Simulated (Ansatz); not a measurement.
Data:

```
CELL_PARAMETERS angstrom
      4.43650     0.00000     0.00000
      2.21825     3.84212     0.00000
      0.00000     0.00000    25.51967
ATOMIC_POSITIONS crystal
  I  0.66667 0.66667 0.29273
  Pb 0.00000 0.00000 0.36731
  I  0.33333 0.33333 0.44162
  I  0.66667 0.66667 0.55838
  Pb 0.00000 0.00000 0.63269
  I  0.33333 0.33333 0.70727
```

No spin polarisation.

Method: PBEsol-D3(BJ)/PAW in Ansatz (a quantum-chemistry and plane-wave program), no spin-orbit coupling. Γ-centred 9×9×1 mesh, Fermi–Dirac width 0.05 eV. The cell is a slab with vacuum along z.

### Question
Predict the band gap, electron mass, smallest direct gap and gap character.

### Answer
* **Band gap**: 2.29 eV
* **Electron mass (in plane)**: 0.23 mₑ (at Γ)
* **Smallest direct gap**: 2.30 eV
* **Gap character**: indirect, Γ–M (10 % along) → Γ

Spin-orbit coupling, missing from the scalar runs, can matter with I and Pb. Masses are band curvatures over ±0.01 Å⁻¹ around the edge. Whether these cells are dynamically stable was not tested. The cell was made from PbI2 in the CdI2 type structure (space group P-3m1, No. 164; layered) by this change: a free-standing slab of 2 layers (6 atoms, 3 a layer) is cut normal to the stacking axis, with 15 Å of vacuum and the in-plane cell relaxed.
